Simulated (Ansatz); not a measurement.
# GaCuSe$_{2}$ in the chalcopyrite structure (space group I-42d, No. 122)

```yaml
crystal:
  lattice:
    - [-2.83588, 2.83588, 5.63132]
    - [2.83588, -2.83588, 5.63132]
    - [2.83588, 2.83588, -5.63132]
  atoms:
    - { symbol: Ga, position: [0.50000, 0.50000, 0.00000] }
    - { symbol: Ga, position: [0.25000, 0.75000, 0.50000] }
    - { symbol: Cu, position: [0.00000, 0.00000, 0.00000] }
    - { symbol: Cu, position: [0.75000, 0.25000, 0.50000] }
    - { symbol: Se, position: [0.87500, 0.88122, 0.50622] }
    - { symbol: Se, position: [0.11878, 0.62500, 0.99378] }
    - { symbol: Se, position: [0.37500, 0.36878, 0.49378] }
    - { symbol: Se, position: [0.63122, 0.12500, 0.00622] }
```

Level of theory: Ansatz (a quantum-chemistry and plane-wave program), PBE, PAW, cutoff 420 eV, no spin-orbit coupling. Γ-centred 8×8×8 mesh, Fermi–Dirac width 0.05 eV.

The volume per atom is 22.64 Å³ and the density comes out as 5.34 g/cm³. The band gap is zero and the total energy comes out as -5337.066 eV/atom (σ→0; compares only within this code and set-up).

No phonon test of stability was made. The final runs are not spin-polarised. The zero or small gap of GaCuSe2 can change with the level of theory.
